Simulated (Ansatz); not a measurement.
The reference is ZrSe2 in the CdI2 type structure (space group P-3m1, No. 164; layered, stacked along the Cartesian z axis; relaxed with 0.1 eV smearing).

```
CELL_PARAMETERS angstrom
      3.65982     0.00000     0.00000
     -1.82991     3.16950     0.00000
      0.00000     0.00000     5.84124
ATOMIC_POSITIONS crystal
  Zr 0.00000 0.00000 0.00000
  Se 0.33333 0.66667 0.27535
  Se 0.66667 0.33333 0.72465
```

Cartesian axes are those of the cell as printed.

Computed with PBEsol-D3(BJ), PAW, 420 eV (Ansatz, a program for electronic structure; no spin-orbit coupling).

For the base:

| Quantity | Value |
|---|---|
| Band gap | zero |

It is then changed as follows: uniaxial strain ε_xx = +0.50 %, all other strain components held at zero, atoms relaxed at fixed cell.

Question: Estimate the effect on the stress, energy relative to the base and band gap.

Answer: The stress (xx, yy, zz, yz, xz, xy; compression positive) is (-0.6, -0.1, -0.1, 0.0, 0.0, 0.0) GPa; the energy stays essentially unchanged; the band gap is still zero.

Stability against distortions was not tested. The final runs are not spin-polarised. A zero or small gap of ZrSe2 can be the functional's error rather than a property of the material.
